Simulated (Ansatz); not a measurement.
Take Ru in the hcp (Mg type) structure (space group P6_3/mmc, No. 194; a = 2.722 Å, c = 4.294 Å; relaxed with 0.1 eV smearing) as the base. Axes: x lies along a and z along c of the hexagonal cell.

Level of theory: DFT with PBE, PAW potentials and a 420 eV plane-wave cutoff in Ansatz (an electronic-structure program), no spin-orbit coupling.

Strains are applied to the cell and any free atomic positions relax.

One change was made to it. Results:

The energy rises by 18 meV/atom; the band gap remains zero.

Q: What was done to the base?
(A) uniaxial strain ε_zz = +1.00 %
(B) uniaxial strain ε_zz = +2.00 %
(C) uniaxial strain ε_zz = −2.00 %
(D) uniaxial strain ε_zz = −3.00 %
(E) uniaxial strain ε_zz = −2.50 %

A: E, uniaxial strain ε_zz = −2.50 %. For comparison, the energy relative to the base in the other runs: uniaxial strain ε_zz = −2.00 % gives +11 meV/atom; uniaxial strain ε_zz = +2.00 % gives +10 meV/atom; uniaxial strain ε_zz = −3.00 % gives +26 meV/atom; uniaxial strain ε_zz = +1.00 % gives +2.7 meV/atom.

Whether these cells are dynamically stable was not tested. All final runs are without spin polarisation.
